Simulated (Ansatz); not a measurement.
Structure of amorphous Hf18O37Ag2 (periodic cell):

```xyz
57
Lattice="9.2866 -0.2171 0.0159 -0.2171 8.7158 0.0361 0.0159 0.0361 9.2257" Properties=species:S:1:pos:R:3 pbc="T T T"
Hf     2.5700     1.0793     0.1039
Hf     0.8957     2.4117     6.1453
Hf     5.2394     2.0494     2.6413
Hf     3.7155     6.7845     1.9418
Hf     8.0038     1.0308     8.3598
Hf     7.0497     0.0074     5.5053
Hf     8.3105     5.5307     6.8706
Hf     2.2931     0.4644     3.5569
Hf     8.8530     1.8027     2.5569
Hf     2.2137     4.8762     7.8845
Hf     5.6549     3.8074     8.9188
Hf     4.0891     6.0003     4.8502
Hf     1.3812     8.0005     6.6134
Hf     6.7556     4.7270     3.4004
Hf     2.3910     3.6846     1.8535
Hf     6.7994     7.6998     2.0206
Hf     4.2620     2.5252     5.7098
Hf     4.7949     7.1713     7.8836
O      5.0405     2.5546     7.4696
O      5.4343     0.2252     2.0282
O      1.4709     1.6011     1.8086
O      6.8533     5.2376     8.1060
O      5.5160     6.4071     3.2504
O      2.6117     1.0519     5.7490
O      7.3053     2.6178     9.2132
O      3.3984     2.3307     3.4770
O      2.5839     5.4833     0.7313
O      8.1610     1.5468     6.3500
O      2.5899     3.6860     6.1313
O      5.2934     6.8684     0.6062
O      2.8148     6.4998     6.3572
O      7.7837    -0.0578     3.6294
O      0.9284     1.0158     7.8373
O      8.3503     0.2779     1.0536
O      7.9138     5.0416     4.9961
O      5.1507     4.1785     4.7778
O      6.4797    -0.0576     7.7902
O      3.0402     5.1978     3.2093
O      3.4619     7.7106     3.8576
O      5.5437     7.0882     5.9252
O      7.8183     5.9404     2.1755
O      3.1801     8.3835     8.1406
O      0.4518     3.8764     2.3084
O      4.2689     5.1480     7.9674
O      8.4607     7.5584     6.5400
O      5.5476     1.2342     4.7789
O      0.2780     4.1263     7.0371
O      0.8164     6.4497     7.9401
O      5.4591     4.0168     1.7638
O      2.0292     3.1877     9.0054
O      2.4128     8.2771     1.5994
O      7.1694     2.7194     3.1284
O      0.9701     7.8790     4.6476
O      4.0374     2.2226     0.8811
O      0.6355     1.8734     4.2304
Ag     0.0748     6.2176     0.7466
Ag     0.6165     5.8877     3.7000
```

Method: PBE, scalar-relativistic without spin-orbit coupling (plane waves to 420 eV, PAW; Ansatz, a quantum-chemistry and plane-wave program).

Preparation: random packing, a CHGNet melt and quench, and a DFT relaxation. O atoms were pushed apart under 1.9 Å during the dynamics, to hinder bonds among them. The hot cell started wider than the set density and was brought back towards it in steps. It is the lowest in DFT energy of 2 quenches. It is a model cell: composition and starting density were chosen by hand, and all elements were melted together. No dispersion term was used. Its density started from a set value of 8.95 and ended at 8.95 g/cm³. The quench (nominally 300 K/ps over its main leg) was far faster than any real one, so the model tends to hold more defects than a real film. A cell of this size samples the disorder only roughly. The volume was held where the preparation left it and the shape relaxed, at a PBE pressure of 1.5 GPa. Stress components on the final sampling reach 2.3 GPa. Cycles of charging lowered its energy after that relaxation.

Neighbours within Hf-Hf 3.34 Å, Hf-O 2.70 Å, Hf-Ag 3.27 Å, O-O 1.58 Å, O-Ag 2.53 Å, Ag-Ag 3.19 Å count as bonded. Two cations that share two anions don't count as bonded, nor two that share one unless they lie closer than Hf-Hf 3.25 Å, Hf-Ag 3.18 Å, Ag-Ag 3.10 Å.

Q: Give the coordination numbers, mean bond lengths and angles.

A: 
The mean coordination of Hf by anions is 6.17 (2 with 5, 11 with 6, 5 with 7). The mean coordination of O is 3.14 (3 with 2, 26 with 3, 8 with 4). The mean coordination of Ag by anions is 2.50 (1 with 2, 1 with 3); 2 close contacts or bonds to cations besides and the mean Hf-O bond is 2.136 Å (spread 0.130 Å, 111 counted). The mean O-Ag bond is 2.279 Å (spread 0.147 Å, 5 counted), the mean Ag-Ag close contact comes out as 3.021 Å (spread 0.000 Å, 1 counted) and the bond angle at Hf is mean 102.7°, spread 29.1°. The bond angle at O is mean 114.4°, spread 18.5° and the bond angle at Ag comes out as mean 111.5°, spread 37.2°.

Q: List the pairs of like atoms that count as bonded by the rules above.

A: Ag56-Ag57 (3.02 Å).
